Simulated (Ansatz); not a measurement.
**LiNbO3: response to strain**

Consider LiNbO3 (space group R3c, No. 161).

```xyz
10
Lattice="2.5684 1.4829 4.6290 -2.5684 1.4829 4.6290 0.0000 -2.9657 4.6290" Properties=species:S:1:pos:R:3 pbc="T T T"
Li     0.0000     0.0000     9.7499
Li     0.0000     0.0000     2.8063
Nb     0.0000     0.0000    13.6663
Nb     0.0000     0.0000     6.7227
O     -0.6530     1.4373     8.1635
O      1.5713    -0.1531     8.1635
O     -0.9182    -1.2842     8.1635
O      0.9971     1.3298     5.8489
O      0.6530    -1.5284     5.8489
O     -1.6502     0.1987     5.8489
```

Cartesian axes are those of the cell as printed.

Strains are applied to the cell and any free atomic positions relax.

All numbers come from Kohn–Sham DFT with the r2SCAN functional, run in Ansatz (a first-principles code) with PAW and 500 eV plane waves, no spin-orbit coupling, earlier PAW set.

Candidates:
(a) uniaxial strain ε_yy = +5.37 %
(b) uniaxial strain ε_zz = +0.31 %
(c) uniaxial strain ε_yy = −4.19 %
(d) isotropic strain +1.02 %

Notes on the quantities. energy relative to the base: free energy F.

### Question
Order them by energy relative to the base, lowest first.

### Answer
(b) uniaxial strain ε_zz = +0.31 % (+0.1 meV/atom), (d) isotropic strain +1.02 % (+3.4 meV/atom), (c) uniaxial strain ε_yy = −4.19 % (+13 meV/atom), (a) uniaxial strain ε_yy = +5.37 % (+17 meV/atom)

Whether these cells are dynamically stable was not tested.
